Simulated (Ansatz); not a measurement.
## TiN, response to strain

Consider TiN in the rock salt structure (space group Fm-3m, No. 225; a = 4.233 Å; relaxed with 0.1 eV smearing). Axes: x, y, z lie along the cube axes.

Strains are applied to the cell and any free atomic positions relax; under biaxial strain the out-of-plane vector relaxes too; under stress the whole cell relaxes.

All numbers come from plane-wave PAW DFT at the r2SCAN level (Ansatz, a first-principles code, 500 eV), spin-orbit coupling left out.

Candidates:
(a) isotropic strain −1.33 %
(b) uniaxial stress, 5 GPa tension along x
(c) biaxial strain −4.81 %, plane normal [001], relaxed out of plane
(d) uniaxial stress, 8 GPa compression along x
(e) uniaxial strain ε_zz = +1.11 %

Notes on the quantities. energy relative to the base: free energy F.

Problem. Order them by energy relative to the base, highest first.

Solution. (c) biaxial strain −4.81 %, plane normal [001], relaxed out of plane (+115 meV/atom), (a) isotropic strain −1.33 % (+15 meV/atom), (d) uniaxial stress, 8 GPa compression along x (+3.0 meV/atom), (e) uniaxial strain ε_zz = +1.11 % (+2.1 meV/atom), (b) uniaxial stress, 5 GPa tension along x (+1.4 meV/atom)

Stability under load was not tested beyond the relaxation. The final runs are not spin-polarised. An odd electron count without spin: TiN.
